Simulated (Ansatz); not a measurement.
Adsorption energy and surface dipole of H on the 1x1 (111) surface of fcc Rh, one in a 2x2 cell, started at the site 'hollow Rh-Rh-Rh over Rh at depth 4.4 Å', worked from the runs' numbers; total energies count from the potentials' own zero.

Method: PBE (plane waves to 420 eV, PAW; Ansatz, a first-principles code).

Set-up: 17 atoms, 6.5 Å thick at the start under the adsorbate (thin: gaps and levels are the slab's own); mesh 6x6x1; 0.1 eV smearing; dipole correction on; 8 atoms held, the rest relaxed; start symmetry kept, larger cells not searched; no spin, no spin-orbit, no U, no dispersion correction. At the end it is bonded to 3 Rh. In PBE it is, or lies within 0.03 eV of, the lowest of the starts that converged.

```
quantity                                                             value
----------------------------------------------------------  --------------
slab with the adsorbate                                     -102456.114 eV
clean slab, same cell and mesh                              -102439.693 eV
reference, ½ H2(g)                                              -15.872 eV
area of the cell                                                  25.41 Å²
change of the step from the bottom to the top vacuum level        0.045 eV
```

Task: What is the adsorption energy against this reference?

Result: E(slab + adsorbate) − E(slab) − E(reference) = -0.55 eV, so in this state the adsorbate is more stable than in the reference, at a coverage of 3.94 a nm².
